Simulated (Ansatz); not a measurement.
Data:

```
AlV2C
1.0
    2.82337     0.00000     0.00000
   -1.41168     2.44511     0.00000
    0.00000     0.00000    12.83797
Al V C
2 4 2
Direct
  0.33333   0.66667   0.75000
  0.66667   0.33333   0.25000
  0.33333   0.66667   0.08768
  0.66667   0.33333   0.58768
  0.66667   0.33333   0.91232
  0.33333   0.66667   0.41232
  0.00000   0.00000   0.00000
  0.00000   0.00000   0.50000
```

No spin polarisation.

The values are results of r2SCAN (Ansatz, a first-principles code, PAW, no spin-orbit coupling), not measurements. Settings: 18×18×4 k-points, 0.05 eV Fermi–Dirac smearing.

**Question.** Estimate the pressure (mean of the normal stresses, compression positive).

**Answer.** 13.9 GPa.

**Question.** Estimate the band gap.

**Answer.** Zero.

**Question.** Estimate the space group.

**Answer.** P6_3/mmc (No. 194).

The cells carry an imposed strain or load. Stability against distortions was not tested. The final runs are not spin-polarised. The cell was made from AlV$_{2}$C (space group P6_3/mmc, No. 194) by this change: isotropic strain −2.13 %.
